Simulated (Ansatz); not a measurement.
Response to strain in MoS2

Start from MoS2 (space group P6_3/mmc, No. 194; layered, stacked along the Cartesian z axis).

```yaml
crystal:
  lattice:
    - [3.14934, 0.00000, 0.00000]
    - [-1.57467, 2.72741, 0.00000]
    - [0.00000, 0.00000, 12.08946]
  atoms:
    - { symbol: Mo, position: [0.66667, 0.33333, 0.75000] }
    - { symbol: Mo, position: [0.33333, 0.66667, 0.25000] }
    - { symbol: S, position: [0.66667, 0.33333, 0.37952] }
    - { symbol: S, position: [0.33333, 0.66667, 0.87952] }
    - { symbol: S, position: [0.33333, 0.66667, 0.62048] }
    - { symbol: S, position: [0.66667, 0.33333, 0.12048] }
```

Strains are applied to the cell and any free atomic positions relax.

Calculations: DFT with PBE-D3(BJ), PAW potentials and a 420 eV plane-wave cutoff in Ansatz (an electronic-structure program), no SOC.

Notes on the quantities. energy relative to the base: free energy F.

| isotropic strain (%) | energy relative to the base (meV/atom) |
|---|---|
| -3 | 36.3 |
| -2.4 | 22.8 |
| -1.8 | 12.5 |
| -1.2 | ? |
| -0.6 | 1.3 |
| 0 | 0.0 |

Q: Fit ΔE = Aε² + Bε³ (ε in %) to the rows shown and predict the withheld row.

A: Least squares on the printed values gives A = 3.62 and B = -0.14 meV/atom (largest residual 0.0 meV/atom); this predicts 5.4 meV/atom, and the run gives 5.5 meV/atom, in agreement.

Whether these cells are dynamically stable was not tested.
